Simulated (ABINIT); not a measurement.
Input and output of a self-consistent single point for Li (Im-3m, 1 atom in the cell) (ABINIT).

Level of theory: PBEsol, PAW (JTH v2.0 PBE PAW, files made for PBE) (plane waves; ABINIT).

The change in words: lattice scaled by 0.98; ecut: 20 Ha → 27 Ha; pawecutdg: 40 Ha → 54 Ha. Reference geometry:
```yaml
crystal:
  lattice:
    - [-1.75023, 1.75023, 1.75023]
    - [1.75023, -1.75023, 1.75023]
    - [1.75023, 1.75023, -1.75023]
  atoms:
    - { symbol: Li, position: [0.00000, 0.00000, 0.00000] }
```

Reference input (self-consistent single point, DFT, PBEsol, plane waves, PAW (JTH v2.0 PBE PAW, files made for PBE)): pseudos = [Li.GGA_PBE-JTH.xml]; ecut = 20 Ha; pawecutdg = 40 Ha; pawxcdev = 0; ixc = -116133; occopt = 7; tsmear = 0.00367493 Ha; ngkpt = 7 7 7; nshiftk = 1; shiftk = 0 0 0; potentials = JTH v2.0 PBE PAW; nband = 7. This run's input differs from it in these lines:

```diff
@@ -5,5 +5,5 @@
 rprim
-        -3.3074648037    3.3074648037    3.3074648037
-         3.3074648037   -3.3074648037    3.3074648037
-         3.3074648037    3.3074648037   -3.3074648037
+        -3.2413149407    3.2413149407    3.2413149407
+         3.2413149407   -3.2413149407    3.2413149407
+         3.2413149407    3.2413149407   -3.2413149407
 natom 1
@@ -15,4 +15,4 @@
       Angstrom
-ecut 20
-pawecutdg 40
+ecut 27
+pawecutdg 54
 pawxcdev 0
```

Log, with long lists cut:

```
--- !BeginCycle
solver: {iscf: 17, nstep: 60, nline: 4, wfoptalg: 10, }
tolerances: {tolvrs: 1.00E-10, }
...

     iter   Etot(hartree)      deltaE(h)  residm     nres2
 ETOT  1  -7.3661084475611    -7.366E+00 1.854E+00 7.936E-01
 ETOT  2  -7.4600223359432    -9.391E-02 2.038E-02 1.726E-01
 ETOT  3  -7.4599704051030     5.193E-05 1.666E-03 6.973E-02
 ETOT  4  -7.4599466147612     2.379E-05 4.891E-05 3.459E-03
 ETOT  5  -7.4599453115430     1.303E-06 1.323E-05 8.283E-05
 ETOT  6  -7.4599452921707     1.937E-08 1.052E-07 7.052E-06
 ETOT  7  -7.4599452817322     1.044E-08 1.307E-07 6.792E-08
 ETOT  8  -7.4599452816787     5.345E-11 5.223E-09 5.434E-09
 ETOT  9  -7.4599452816459     3.281E-11 4.029E-09 1.746E-10
 ETOT 10  -7.4599452816371     8.807E-12 6.515E-11 7.979E-12
 At SCF step   10       nres2   =  7.98E-12 < tolvrs=  1.00E-10 =>converged.

 Cartesian components of stress tensor (hartree/bohr^3)
  sigma(1 1)=  1.91352116E-06  sigma(3 2)=  0.00000000E+00
  sigma(2 2)=  1.91352116E-06  sigma(3 1)=  0.00000000E+00
  sigma(3 3)=  1.91352116E-06  sigma(2 1)=  0.00000000E+00

 ----iterations are completed or convergence reached----

 reduced coordinates (array xred) for    1 atoms
       0.000000000000      0.000000000000      0.000000000000
 cartesian forces (eV/Angstrom) at end:
    1     -0.00000000000000    -0.00000000000000    -0.00000000000000
 frms,max,avg= 0.0000000E+00 0.0000000E+00   0.000E+00  0.000E+00  0.000E+00 e/A
 length scales=  1.000000000000  1.000000000000  1.000000000000 bohr
              =  0.529177208590  0.529177208590  0.529177208590 angstroms
   [... lines left out ...]
 Fermi (or HOMO) energy (hartree) =  -0.00450   Average Vxc (hartree)=  -0.25215
   [... lines left out ...]
'-kT*entropy'       : -1.15801323380920E-04
total_energy        : -7.45994391847633E+00
total_energy_eV     : -2.02995397539732E+02
...

-Cartesian components of stress tensor (GPa)         [Pressure= -5.6298E-02 GPa]
- sigma(1 1)=  5.62977268E-02  sigma(3 2)=  0.00000000E+00
- sigma(2 2)=  5.62977268E-02  sigma(3 1)=  0.00000000E+00
- sigma(3 3)=  5.62977268E-02  sigma(2 1)=  0.00000000E+00

 Calculation completed.
```

The run converged in 10 iterations. Against the reference run the free energy drops by 23.7 meV/atom and the pressure goes from -1.24 to -0.06 GPa.

The starting cell has typed, rounded lattice constants, without a prior relaxation at this level. Its lattice was rescaled by up to half a per cent. For this run, on top of that: lattice scaled by 0.98. The potentials were made for another functional than the one used.
